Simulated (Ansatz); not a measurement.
The starting structures come from a database of crystals and need not be the phases stable at ambient conditions.

 Where the default PAW files enter, the runs use the earlier of Ansatz's two default sets.

Evanescent states of K$_{2}$S (Fm-3m, anti-fluorite, not sure to be the ambient phase, 3 atoms a cell, 34.0 Å³ an atom) along the normal of (111)

Computed with PBEsol (plane waves, PAW; Ansatz, a quantum-chemistry and plane-wave program).

The gap is the functional's own, uncorrected, and κ follows it; spin-orbit coupling is left out. Mid-gap values are interpolated between the computed energies.

Energies count from the valence-band top; κ is the least over a 12×12 mesh across the current.

```tsv
E (eV)	κ (1/Å)	where
0.06	0.163	off Γ
0.18	0.235	Γ
0.30	0.253	Γ
0.42	0.265	Γ
0.54	[?]	Γ
0.66	[?]	Γ
0.78	[?]	Γ
0.90	[?]	Γ
1.02	[?]	Γ
1.14	[?]	Γ
1.26	[?]	Γ
1.38	[?]	Γ
1.50	[?]	Γ
1.62	[?]	Γ
1.74	[?]	Γ
1.86	0.183	Γ
1.98	0.157	Γ
2.10	0.123	Γ
2.22	0.069	Γ
```

**Question.** What belongs in the gaps?

**Answer.** 
- 0.54, κ (1/Å): 0.272
- 0.66, κ (1/Å): 0.276
- 0.78, κ (1/Å): 0.277
- 0.90, κ (1/Å): 0.275
- 1.02, κ (1/Å): 0.272
- 1.14, κ (1/Å): 0.266
- 1.26, κ (1/Å): 0.258
- 1.38, κ (1/Å): 0.248
- 1.50, κ (1/Å): 0.236
- 1.62, κ (1/Å): 0.222
- 1.74, κ (1/Å): 0.204
